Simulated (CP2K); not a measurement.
## CP2K run on RbCl (Fm-3m, 2 atoms in the cell): self-consistent single point

Method of the run: PBE, GPW, DZVP-MOLOPT-SR-GTH basis, GTH-PBE potentials (GTH_POTENTIALS) in CP2K 2026.2.

This input was run:

```
&GLOBAL
  PROJECT bulk
  RUN_TYPE ENERGY_FORCE
  PRINT_LEVEL MEDIUM
&END GLOBAL
&FORCE_EVAL
  METHOD Quickstep
  STRESS_TENSOR ANALYTICAL
  &DFT
    BASIS_SET_FILE_NAME BASIS_MOLOPT
    POTENTIAL_FILE_NAME GTH_POTENTIALS
    &QS
      METHOD GPW
      EPS_DEFAULT 1E-11
    &END QS
    &MGRID
      CUTOFF 500
      REL_CUTOFF 40
      NGRIDS 5
    &END MGRID
    &SCF
      SCF_GUESS ATOMIC
      EPS_SCF 1E-6
      MAX_SCF 100
      ADDED_MOS 4
      &DIAGONALIZATION
        ALGORITHM STANDARD
      &END DIAGONALIZATION
      &MIXING
        METHOD BROYDEN_MIXING
        ALPHA 0.3
        NBUFFER 10
        BETA 1.5
      &END MIXING
      &SMEAR ON
        METHOD FERMI_DIRAC
        ELECTRONIC_TEMPERATURE [K] 116.05
      &END SMEAR
    &END SCF
    &KPOINTS
      SCHEME MONKHORST-PACK 3 3 3
    &END KPOINTS
    &XC
      &XC_FUNCTIONAL PBE
      &END XC_FUNCTIONAL
    &END XC
    &PRINT
      &MO
        EIGENVALUES T
        OCCUPATION_NUMBERS T
        NDIGITS 8
        FILENAME mo
        &EACH
          QS_SCF 0
        &END EACH
        ADD_LAST NUMERIC
      &END MO
      &MULLIKEN ON
      &END MULLIKEN
    &END PRINT
  &END DFT
  &SUBSYS
    &CELL
      A 4.62949900 0.00000000 0.00000000
      B 2.31474900 4.00926400 0.00000000
      C 2.31474900 1.33642100 3.77997000
      PERIODIC XYZ
    &END CELL
    &COORD
      SCALED
      Rb       0.00000000     0.00000000     0.00000000
      Cl       0.50000000     0.50000000     0.50000000
    &END COORD
    &KIND Rb
      BASIS_SET DZVP-MOLOPT-SR-GTH-q9
      POTENTIAL GTH-PBE-q9
    &END KIND
    &KIND Cl
      BASIS_SET DZVP-MOLOPT-SR-GTH-q7
      POTENTIAL GTH-PBE-q7
    &END KIND
  &END SUBSYS
  &PRINT
    &FORCES ON
    &END FORCES
    &STRESS_TENSOR ON
    &END STRESS_TENSOR
  &END PRINT
&END FORCE_EVAL
```

Output, abridged:

```
 GLOBAL| Method name                                                        CP2K
 GLOBAL| Project name                                                       bulk
 GLOBAL| Run type                                                   ENERGY_FORCE

 CELL| Volume [angstrom^3]:                                            70.159583
 CELL| Vector a [angstrom]:       4.629     0.000     0.000   |a| =     4.629499
 CELL| Vector b [angstrom]:       2.315     4.009     0.000   |b| =     4.629499
 CELL| Vector c [angstrom]:       2.315     1.336     3.780   |c| =     4.629499
 CELL| Angle (b,c), alpha [degree]:                                    60.000006
 CELL| Angle (a,c), beta  [degree]:                                    60.000004
 CELL| Angle (a,b), gamma [degree]:                                    60.000007
 CELL| Numerically orthorhombic:                                              NO
 CELL| Periodicity                                                           XYZ

 DFT| Spin restricted Kohn-Sham (RKS) calculation                            RKS
 DFT| Multiplicity                                                             1
 DFT| Number of spin states                                                    1
 DFT| Charge                                                                   0
 DFT| XC density smoothing                                                  NONE
 DFT| XC derivatives                                                          PW

 QS| Method:                                                                 GPW
 QS| Density plane wave grid type                        NON-SPHERICAL FULLSPACE
 QS| Number of grid levels:                                                    5
 QS| Density cutoff [a.u.]:                                                250.0
 QS| Multi grid cutoff [a.u.]: 1) grid level                               250.0
   [... lines left out ...]
 BRILLOUIN| Wavefunction type                                            COMPLEX
 BRILLOUIN| List of Kpoints [2 Pi/Bohr]                                       14
 BRILLOUIN| Number           Weight            X              Y              Z
 BRILLOUIN|     1           0.07407       -0.33333       -0.33333       -0.33333
 BRILLOUIN|     2           0.07407       -0.33333       -0.33333        0.00000
 BRILLOUIN|     3           0.07407       -0.33333       -0.33333        0.33333
   [... 11 lines left out ...]
 *******************************************************************************

 Extrapolation method: initial_guess

 Re-scaling the density matrix to get the right number of electrons
                  # Electrons              Trace(P)               Scaling factor
                           16                16.000                        1.000

 Number of electrons:                                                         16
 Number of occupied orbitals:                                                  8
 Number of molecular orbitals:                                                12

 Number of orbital functions:                                                 27
 Number of independent orbital functions:                                     27
 SCF WAVEFUNCTION OPTIMIZATION

  Step     Update method      Time    Convergence         Total energy    Change
     1 NoMix/Diag. 0.30E+00      -     2.02668499       -39.1917776293 -3.92E+01
     2 Broy./Diag. 0.30E+00      -     0.02334212       -38.6376494935  5.54E-01
     3 Broy./Diag. 0.30E+00      -     0.09912197       -38.9695399374 -3.32E-01
     4 Broy./Diag. 0.30E+00      -     0.01145799       -39.2329469535 -2.63E-01
     5 Broy./Diag. 0.30E+00      -     0.01448789       -39.2054943009  2.75E-02
     6 Broy./Diag. 0.30E+00      -     0.00305441       -39.2223626305 -1.69E-02
     7 Broy./Diag. 0.30E+00      -     0.00135552       -39.2109279743  1.14E-02
   [... 3 lines left out ...]
    11 Broy./Diag. 0.30E+00      -     0.00001513       -39.2145134982  4.45E-05
    12 Broy./Diag. 0.30E+00      -     0.00002360       -39.2144941531  1.93E-05
    13 Broy./Diag. 0.30E+00      -     0.00000467       -39.2145057984 -1.16E-05
    14 Broy./Diag. 0.30E+00      -     0.00000741       -39.2145405902 -3.48E-05
    15 Broy./Diag. 0.30E+00      -     0.00000029       -39.2145512978 -1.07E-05
  *** SCF run converged in    15 steps ***

  Electronic density on regular grids:        -16.0000000000        0.0000000000
  Core density on regular grids:               15.9999999998       -0.0000000002
  Total charge density on r-space grids:       -0.0000000002
  Total charge density g-space grids:          -0.0000000002

  Overlap energy of the core charge distribution:               0.00000000000000
  Self energy of the core charge distribution:                -80.34576398855803
  Core Hamiltonian energy:                                     18.21347593530743
  Hartree energy:                                              29.65185231386239
  Exchange-correlation energy:                                 -6.73411555843246
  Electronic entropic energy:                                  -0.00000000000000
  Fermi energy:                                                 0.03697824517416

  Total energy:                                               -39.21455129782067
  Total energy (extrapolated to T->0):                        -39.21455129782067

                     Mulliken Population Analysis

 #  Atom  Element  Kind  Atomic population                           Net charge
       1     Rb       1          8.447441                              0.552559
       2     Cl       2          7.552559                             -0.552559
 # Total charge                             16.000000                 -0.000000

 ENERGY| Total FORCE_EVAL ( QS ) energy [hartree]            -39.214555071547451

 FORCES| Atomic forces [hartree/bohr]
 FORCES|   Atom     x               y               z               |f|
 FORCES|      1 -6.04572516E-16 -5.82987498E-15  4.87566430E-15   7.62397879E-15
 FORCES|      2  2.30327519E-14 -2.00896288E-15  7.97264366E-15   2.44562188E-14
 FORCES| Sum     2.24281793E-14 -7.83883785E-15  1.28483080E-14
 FORCES| Total atomic force                                       2.70101763E-14

 STRESS| Analytical stress tensor [bar]
 STRESS|                        x                   y                   z
 STRESS|      x        1.42102777610E+04   4.13197588579E+00   2.92174396077E+00
 STRESS|      y        4.13197588579E+00   1.42055164184E+04   1.69241256878E+00
 STRESS|      z        2.92174396077E+00   1.69241256878E+00   1.42043377073E+04
 STRESS| 1/3 Trace                                             1.42067106289E+04
```

The run converged in 15 iterations.

The starting cell has typed, rounded lattice constants, without a prior relaxation at this level. Its lattice was rescaled by up to half a per cent. Values carry the incompleteness of an atom-centred basis.
